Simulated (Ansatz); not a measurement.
The reference is FeCo in the CsCl type structure (space group Pm-3m, No. 221; a = 2.800 Å; ferromagnetic).

Computed with DFT with PBEsol, PAW potentials and a 420 eV plane-wave cutoff in Ansatz (an electronic-structure program), no SOC.

One change was made to it. Results:

```csv
quantity,base,after
shortest interatomic distance,2.425 Å,2.418 Å
band gap,zero,zero
```

**Question.** Which of these changes matches the shifts?
A) pressure 30 GPa
B) pressure 15 GPa
C) pressure 2.1 GPa
D) pressure 4.5 GPa

**Answer.** C, pressure 2.1 GPa. For comparison, the shortest interatomic distance in the other runs: pressure 4.5 GPa gives 2.409 Å; pressure 30 GPa gives 2.341 Å; pressure 15 GPa gives 2.377 Å.

The magnetic state is the one reached from the starting moments; the real material's order can differ, and small cells can't hold many antiferromagnetic ones. Load acts through the strain it causes; cell and atoms are relaxed under it. Stability against distortions was not tested. No other phases were tried under pressure.
